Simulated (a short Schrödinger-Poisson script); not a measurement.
## Symmetric double-gate stack, Al2O3 on p-type Si(100)

Stack: symmetric double-gate stack, Al2O3 on p-type Si(100), at 77 K.

```csv
layer,material,thickness (nm),Na (cm⁻³)
1,Al2O3,6.6,-
2,Si,20,7e17
3,Al2O3,6.6,-
```

The device is made up for the run: typed textbook-type constants, with dimensions and the other settings drawn at random. Al2O3: permittivity 9, conduction-band edge (eV) 2.7, gap (eV) 6.8, electron mass (mₑ) 0.3. Si: permittivity 11.7, conduction-band edge (eV) 0, gap (eV) 1.124, Nv at 300 K (cm⁻³) 3.1e19.

Channel valleys (confinement mass, in-plane density-of-states mass, number): Δ2 0.916, 0.19, 2; Δ4 0.19, 0.417, 4. At the gates, both at one voltage, the conduction-band edge of layer 1 lies 2.9 eV − eVg above the Fermi level of the channel. Gaps are held at their typed values at every temperature. Mesh 0.03 nm at interfaces.

Solved with a short Schrödinger-Poisson script written for these runs: 1D Poisson equation in equilibrium, electrons quantum, Hartree (BenDaniel-Duke, 12 states a valley, the channel's in-plane mass for all, wave functions free to enter the dielectric), parabolic valleys, classical holes, full ionisation, no traps, pinning or gate leakage.

```csv
Vg (V),electrons (cm⁻²),C (μF/cm²),Δ2 E0 (meV),Δ2 E1 (meV),Δ4 E0 (meV),Δ4 E1 (meV)
0.3,3.21e10,0.570,30.2,30.2,44.1,49.8
0.4,9.65e11,1.82,5.7,5.7,24.0,28.4
0.5,2.14e12,1.94,-1.8,-1.8,20.4,24.1
0.6,3.37e12,1.99,-7.0,-7.0,18.5,21.6
0.7,4.63e12,2.03,-11.4,-11.4,17.0,19.7
0.8,5.90e12,2.05,-15.5,-15.5,15.8,18.1
0.9,7.19e12,2.07,-19.3,-19.3,14.6,16.6
1,8.48e12,2.08,-22.9,-22.9,13.4,15.2
1.1,9.78e12,2.09,-26.5,-26.5,12.3,13.9
1.2,1.11e13,2.10,-29.9,-29.9,11.2,12.6
1.3,1.24e13,2.11,-33.3,-33.3,10.2,11.4
1.4,1.37e13,2.12,-36.6,-36.6,9.2,10.3
1.5,1.50e13,2.12,-39.9,-39.9,8.2,9.2
1.6,1.64e13,2.13,-43.1,-43.1,7.3,8.1
1.7,1.77e13,2.14,-46.2,-46.2,6.4,7.1
```

Gate voltages with under 1e6 electrons/cm² are left out.

Subbands count from the Fermi level. The capacitance is that of both gates.
